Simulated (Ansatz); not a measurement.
Density of states of BeNi (Pm-3m) near the Fermi level, PBEsol, rigid bands (Ansatz, a quantum-chemistry and plane-wave program).

(E − E_F (eV), states/eV/cell): (-1.95, 4.85); (-1.85, 5.51); (-1.75, 5.13); (-1.65, 4.03); (-1.55, 3.57); (-1.45, 3.29); (-1.35, 2.85); (-1.25, 1.25); (-1.15, 0.85); (-1.05, 0.79); (-0.95, 0.73); (-0.85, 0.69); (-0.75, 0.60); (-0.65, 0.33); (-0.55, 0.34); (-0.45, 0.35); (-0.35, 0.37); (-0.25, 0.42); (-0.15, 0.52); (-0.05, 1.01); (0.05, 1.32); (0.15, 1.03); (0.25, 0.91); (0.35, 0.82); (0.45, 0.76); (0.55, 0.72); (0.65, 0.68); (0.75, 0.65); (0.85, 0.62); (0.95, 0.60); (1.05, 0.58); (1.15, 0.55); (1.25, 0.54); (1.35, 0.52); (1.45, 0.50); (1.55, 0.49); (1.65, 0.47); (1.75, 0.45); (1.85, 0.44); (1.95, 0.43)

Q: How far does the Fermi level move in a rigid band for 0.1 electron a cell added or removed?

A: 77 meV and -104 meV.

A metal at this level (no band gap); rigid bands, thermally averaged at 300 K, both spins. Spin-orbit coupling is left out. Geometry: cell and atoms relaxed with PBEsol.

Computed structure with no diffraction record at hand here (it may be known, metastable or hypothetical): BeNi (Pm-3m). Treated as nonmagnetic (a ferromagnetic start lost its moment, other orders weren't tried): BeNi (Pm-3m).
